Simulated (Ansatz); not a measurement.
The starting structures come from a database of crystals and need not be the phases stable at ambient conditions.

 Where the default PAW files enter, the runs use the earlier of Ansatz's two default sets.

Given:

```yaml
crystal:
  lattice:
    - [4.93699, 0.00000, 0.00000]
    - [0.00000, 5.09833, 0.00000]
    - [0.00000, 0.00000, 9.77273]
  atoms:
    - { symbol: Hf, position: [0.24559, 0.46490, 0.11542] }
    - { symbol: Hf, position: [0.75441, 0.53510, 0.88458] }
    - { symbol: Hf, position: [0.25441, 0.96490, 0.88458] }
    - { symbol: Hf, position: [0.74559, 0.03510, 0.11542] }
    - { symbol: Hf, position: [0.74559, 0.53510, 0.38458] }
    - { symbol: Hf, position: [0.25441, 0.46490, 0.61542] }
    - { symbol: Hf, position: [0.75441, 0.03510, 0.61542] }
    - { symbol: Hf, position: [0.24559, 0.96490, 0.38458] }
    - { symbol: O, position: [0.00244, 0.26133, 0.47714] }
    - { symbol: O, position: [0.99756, 0.73867, 0.52286] }
    - { symbol: O, position: [0.49756, 0.76133, 0.52286] }
    - { symbol: O, position: [0.50244, 0.23867, 0.47714] }
    - { symbol: O, position: [0.50244, 0.73867, 0.02286] }
    - { symbol: O, position: [0.49756, 0.26133, 0.97714] }
    - { symbol: O, position: [0.99756, 0.23867, 0.97714] }
    - { symbol: O, position: [0.00244, 0.76133, 0.02286] }
    - { symbol: O, position: [0.37420, 0.62649, 0.28946] }
    - { symbol: O, position: [0.62580, 0.37351, 0.71054] }
    - { symbol: O, position: [0.12580, 0.12649, 0.71054] }
    - { symbol: O, position: [0.87420, 0.87351, 0.28946] }
    - { symbol: O, position: [0.87420, 0.37351, 0.21054] }
    - { symbol: O, position: [0.12580, 0.62649, 0.78946] }
    - { symbol: O, position: [0.62580, 0.87351, 0.78946] }
    - { symbol: O, position: [0.37420, 0.12649, 0.21054] }
```

Space group of this cell: Pbca. The cell is strained (all lengths scaled by 0.98); by r2SCAN its mean pressure is 23.5 GPa.

Transport runs along the normal of the first two printed cell vectors.

No gap correction and no spin-orbit coupling; mid-gap values are interpolated between computed energies.

Task: Compute, with Ansatz (a quantum-chemistry and plane-wave program) with r2SCAN, the band gap and the smallest decay constant κ at mid-gap.

Result: Gap 5.08 eV on a 6×6×4 mesh; κ = 0.394 1/Å, at the zone centre.
